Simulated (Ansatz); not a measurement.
# Effect of pressure 50 GPa on Ti3Al

The reference is Ti₃Al (space group P6_3/mmc, No. 194; a = 5.756 Å, c = 4.655 Å).

The change: a hydrostatic pressure of 50 GPa.

Calculations: PBE (Ansatz, a first-principles code; PAW; 420 eV plane waves; scalar-relativistic without spin-orbit coupling). Settings: 10×10×10 k-points, 0.05 eV Fermi–Dirac smearing.

| quantity | base | changed | shift |
|---|---|---|---|
| volume per atom | 16.69 Å³ | 12.75 Å³ | -3.94 Å³ |
| density | 4.24 g/cm³ | 5.55 g/cm³ | +1.31 g/cm³ |
| lattice parameter a | 5.756 Å | 5.241 Å | -0.5143 Å |
| c/a ratio | 0.809 | 0.818 | +0.0095 |
| shortest interatomic distance | 2.825 Å | 2.570 Å | -0.255 Å |
| enthalpy H = E + PV relative to the base's energy | – | +4.48 eV/atom | – |
| band gap | zero | zero | – |

Final structure:

```xyz
8
Lattice="5.2414 0.0000 0.0000 -2.6207 4.5392 0.0000 0.0000 0.0000 4.2889" Properties=species:S:1:pos:R:3 pbc="T T T"
Ti     2.6207     2.9967     1.0722
Ti    -1.2849     3.7679     3.2167
Ti     1.3358     0.7712     1.0722
Ti     0.0000     1.5425     3.2167
Ti     3.9056     0.7712     1.0722
Ti     1.2849     3.7679     3.2167
Al     0.0000     3.0261     1.0722
Al     2.6207     1.5131     3.2167
```

Cost of the whole job for the changed cell (relaxation, final SCF and bands): roughly 3 core-minutes.

Load acts through the strain it causes; cell and atoms are relaxed under it. No phonon test of stability was made. Competing high-pressure phases were not computed. The final runs are not spin-polarised.
